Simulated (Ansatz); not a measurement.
## SiS2, point defects

Start from a 12-atom supercell of SiS$_{2}$ (space group Ibam, No. 72; a = 6.019 Å, b = 9.396 Å, c = 5.545 Å; made of chains) at its relaxed geometry.

One neutral defect a cell, atoms relaxed at fixed cell.

Calculations: Kohn–Sham DFT with the PBEsol functional, run in Ansatz (a first-principles code) with PAW and 420 eV plane waves, no SOC.

```csv
change,pressure,largest displacement of a host atom from its site in the perfect cell
perfect supercell,0.0 GPa,–
Si vacancy,…,0.42 Å
S vacancy,-1.9 GPa,…
S interstitial (started 2.38 Å from the nearest host atom),0.6 GPa,0.42 Å
```

Task: Complete the table.

Result: 
- Si vacancy, pressure: -2.1 GPa
- S vacancy, largest displacement of a host atom from its site in the perfect cell: 0.36 Å

The magnetic state is the one reached from the starting moments; the real material's order can differ, and small cells can't hold many antiferromagnetic ones. The cell is small, so the values are those of an ordered compound at a high defect concentration; dilute-limit values will differ. Seeded moments were not kept for S vacancy and S interstitial (started 2.38 Å from the nearest host atom). No dispersion term is included in the PBEsol runs.
